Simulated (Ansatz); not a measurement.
## How the volume per atom of YSi (model structure, started from the NbAs type, I4₁/amd, No. 141, 4 atoms in the cell) moves with the method

No measured value is used here.

```
level (code)         value (Å³/atom)
-------------------  ---------------
PBE (Ansatz)                   22.07
PBEsol (Ansatz)                21.24
PBE-D3(BJ) (Ansatz)            21.21
```

Ansatz's density-functional and Hartree–Fock values are scalar-relativistic unless marked +SOC, with PAW data made under PBE.

A model structure was made by putting elements into a prototype or built by hand; it is no filed structure, need not be a known phase, and can be a saddle point held by its symmetry.

Ansatz is a program for electronic structure.
